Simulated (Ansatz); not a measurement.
Start from Ni in the hcp (Mg type) structure (space group P6_3/mmc, No. 194; a = 2.4536 Å, c = 4.0436 Å; ferromagnetic; relaxed with 0.1 eV smearing).

Method: DFT with r2SCAN, PAW potentials and a 500 eV plane-wave cutoff in Ansatz (a quantum-chemistry and plane-wave program), without spin-orbit coupling.

Before the change:

| Property | Value |
|---|---|
| Pressure | 0.0 GPa |
| Magnetic state | ferromagnetic |
| Largest site moment | 0.79 μB |
| Band gap | zero |

Now apply this change: the cell is scaled by 0.9967 in all directions; the atoms relax in the strained cell.

Q: What does the calculation give for the pressure, magnetic state, largest site moment and band gap after the change?

A: The pressure (mean of the normal stresses, compression positive) goes from zero to 2.2 GPa; the magnetic state is still ferromagnetic; the largest site moment hardly moves (0.79 μB against 0.78 μB); the band gap remains zero.

Other magnetic orders, which the real material may have, were not ruled out. Whether these cells are dynamically stable was not tested. This is not the structure that Ni has at room temperature and ambient pressure.
